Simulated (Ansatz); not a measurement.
The parent structure is InSb in the zinc blende structure (space group F-43m, No. 216; a = 6.519 Å). Axes: x, y, z lie along the cube axes.

Method: Kohn–Sham DFT with the PBEsol functional, run in Ansatz (a quantum-chemistry and plane-wave program) with PAW and 420 eV plane waves, no spin-orbit coupling.

Base values:

The pressure is 0.0 GPa. The shortest interatomic distance is 2.823 Å and the band gap is zero.

One thing is altered: uniaxial strain ε_yy = +1.68 %, all other strain components held at zero, atoms relaxed at fixed cell.

Task: What happens to the energy relative to the base, pressure, shortest interatomic distance and band gap?

Result: The energy rises by 1.9 meV/atom; the pressure (mean of the normal stresses, compression positive) goes from zero to -0.7 GPa; the shortest interatomic distance rises by 0.016 Å to 2.839 Å; the band gap stays zero.

With Sb present, leaving out spin-orbit coupling can change the band edges. No phonon test of stability was made. The final runs are not spin-polarised. A zero or small gap of InSb can be the functional's error rather than a property of the material.
